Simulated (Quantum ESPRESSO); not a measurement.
**Short convergence ladders for Ag (Fm-3m, 1 atom in the cell)**

```
Ag
1.0
    0.00000     2.05523     2.05523
    2.05523     0.00000     2.05523
    2.05523     2.05523     0.00000
Ag
1
Direct
  0.00000   0.00000   0.00000
```

Base method: PBE, SSSP 1.1.2 precision (PBE) pseudopotentials (plane waves; Quantum ESPRESSO 7.5).

Base settings: ecutwfc = 75 Ry; occupations = smearing; smearing = fd; degauss = 0.0073499 Ry; potentials = {Ag: Ag_ONCV_PBE-1.0.oncvpsp.upf}; K_POINTS = automatic 10 10 10 0 0 0; conv_thr = 1e-10 Ry; mixing_beta = 0.5.

The count of work is k-points × plane waves × bands × iterations; it is no time. Core times come from one kind of shared machine, to one figure; runs under 30 s give none.

**The cutoff for other potential files**

Level: DFT, PBE, plane waves, PSlibrary PAW (PBE, semicore) pseudopotentials.

In this ladder: pseudopotentials = {Ag: Ag.pbe-spn-kjpaw_psl.1.0.0.UPF}. Moved along: ecutrho.

The second cell is the first with its lattice scaled by 0.98.

The mesh stays at the base's, so the ladder's end is converged at best in this setting alone.

Only quantities that move along the ladder and can be compared are tabulated.

| ecutwfc | free energy less the last step's (meV/atom) | energy of the compressed cell less the first (meV/atom) | pressure (GPa) | count of work / last |
|---|---|---|---|---|
| 32 Ry | 6451.93 | 19.39 | -252.21 | 0.11 |
| 38 Ry | 1947.89 | 43.20 | -87.41 | 0.13 |
| 49 Ry | 245.12 | 42.29 | -9.29 | 0.21 |
| 60 Ry | 74.77 | 42.16 | 1.84 | 0.29 |
| 70 Ry | 57.03 | 42.08 | 2.26 | 0.36 |
| 84 Ry | 25.66 | 42.01 | 1.90 | 0.47 |
| 105 Ry | 4.76 | 41.99 | 2.93 | 0.65 |
| 140 Ry | 0.00 | 41.95 | 2.85 | 1.0 |

Coarsest ecutwfc that holds the free energy within 2 meV/atom: not settled: the last two steps still differ by 4.8 meV/atom, over half the tolerance, so the ladder does not show it.

Coarsest ecutwfc that holds the energy of the compressed cell less the first within 1 meV/atom of the last step, with all finer ones: 49 Ry, at 0.21 of the last step's count of work; the step before is off by 1.2 meV/atom.

Coarsest ecutwfc that holds the pressure within 0.5 GPa of the last step, with all finer ones: 105 Ry; the step before is off by 0.95 GPa.

At the lowest cutoff the pressure lies 255 GPa under the last step's, the usual sign of Pulay stress in an incomplete plane-wave basis.

**The cutoff for other potential files**

Level: DFT, PBE, plane waves, PseudoDojo stringent norm-conserving (PBE) pseudopotentials.

In this ladder: pseudopotentials = {Ag: Ag.upf}.

The second cell is the first with its lattice scaled by 0.98.

The mesh stays at the base's, so the ladder's end is converged at best in this setting alone.

Only quantities that move along the ladder and can be compared are tabulated.

| ecutwfc | free energy less the last step's (meV/atom) | energy of the compressed cell less the first (meV/atom) | pressure (GPa) | count of work / last |
|---|---|---|---|---|
| 38 Ry | 12139.78 | -4.76 | -376.48 | 0.11 |
| 47 Ry | 3362.29 | 48.37 | -145.15 | 0.15 |
| 59 Ry | 449.18 | 42.32 | -27.84 | 0.21 |
| 72 Ry | 24.98 | 41.53 | -0.01 | 0.28 |
| 85 Ry | 0.55 | 41.52 | 2.87 | 0.36 |
| 102 Ry | 0.25 | 41.51 | 2.91 | 0.47 |
| 128 Ry | 0.13 | 41.51 | 2.91 | 0.65 |
| 170 Ry | 0.00 | 41.51 | 2.91 | 1.0 |

Coarsest ecutwfc that holds the energy of the compressed cell less the first within 1 meV/atom of the last step, with all finer ones: 59 Ry, at 0.21 of the last step's count of work; the step before is off by 6.9 meV/atom.

Coarsest ecutwfc that holds the pressure within 0.05 GPa of the last step, with all finer ones: 85 Ry, at 0.36 of the last step's count of work; the step before is off by 2.9 GPa.

Coarsest ecutwfc that holds the free energy within 5 meV/atom of the last step, with all finer ones: 85 Ry, at 0.36 of the last step's count of work; the step before is off by 25 meV/atom.

The energy difference between the two cells stays within 1 meV/atom of the last step's from 59 Ry on, the total only from 85 Ry on: much of the error is common to both cells and cancels.

At the lowest cutoff the pressure lies 379 GPa under the last step's, the usual sign of Pulay stress in an incomplete plane-wave basis.

**The relaxed cell against the cutoff**

In this ladder: calculation = vc-relax; tprnfor = default; tstress = default.

The mesh stays at the base's, so the ladder's end is converged at best in this setting alone.

Only quantities that move along the ladder and can be compared are tabulated.

```tsv
ecutwfc	relaxed volume (Å³/atom)	relaxation steps	core time / last (rough)
38 Ry	16.139	3	–
45 Ry	17.527	2	–
52 Ry	17.848	3	–
64 Ry	17.861	3	0.3
75 Ry	17.861	3	0.3
90 Ry	17.861	3	0.5
112 Ry	17.861	3	0.6
150 Ry	17.861	3	1
```

Coarsest ecutwfc that holds the relaxed volume within 0.089 Å³/atom of the last step, with all finer ones: 52 Ry; the step before is off by 0.33 Å³/atom.

At the lowest cutoff the cell relaxes to a volume 9.6 % smaller than at the highest.

On the base run: the starting cell has typed, rounded lattice constants, without a prior relaxation at this level. Its lattice was rescaled by up to half a per cent.
